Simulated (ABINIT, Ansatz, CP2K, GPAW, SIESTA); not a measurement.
Code comparison for PbTe (Fm-3m, 2 atoms in the cell)

Band-structure calculation.

```
CELL_PARAMETERS angstrom
      0.00000     3.18866     3.18866
      3.18866     0.00000     3.18866
      3.18866     3.18866     0.00000
ATOMIC_POSITIONS crystal
  Te 0.50000 0.50000 0.50000
  Pb 0.00000 0.00000 0.00000
```

Shared settings, as Ansatz (an electronic-structure program) writes them: kpoints.mp_grid.grid = 5 5 5; scf.occupations.method = fermi_dirac; scf.occupations.width = 0.01 eV. Potentials and cutoffs stand in the table.

| code | model | gap along the path (eV) | smallest direct gap (eV) | cutoff |
|---|---|---|---|---|
| CP2K | PBE, GPW, TZVP-MOLOPT-SR-GTH basis, GTH-PBE potentials (GTH_POTENTIALS) | 0.64 | 0.64 | grid 400 Ry |
| Ansatz | PBE, PAW files | 0.65 | 0.65 | default |
| ABINIT | PBE, PAW (JTH v2.0 PBE PAW) | 0.62 | 0.62 | 20 Ha |
| GPAW | PBE, GPAW PAW datasets PBE (gpaw-data 1.0.1) | 0.60 | 0.60 | 550 eV |
| SIESTA | GGA PBE, numerical atomic orbitals DZP, PseudoDojo PBE standard norm-conserving potentials (rewritten from UPF to PSML) | 0.75 | 0.75 | grid 300 Ry |

On Ansatz's run: spin-orbit coupling is off.

The spread over the programs that give each value: gap along the path within 0.15 eV; smallest direct gap within 0.15 eV.

CP2K and SIESTA use small atom-centred bases, whose incompleteness enters pressures, forces and empty levels differently from a plane-wave cutoff.

The starting cell has typed, rounded lattice constants, without a prior relaxation at this level. Its lattice was rescaled by a random factor within 2.5 % of one.

Left out of this page: Quantum ESPRESSO, Elk and FLEUR (not drawn, or without a comparable value).

Keys are those of Ansatz 0.2.
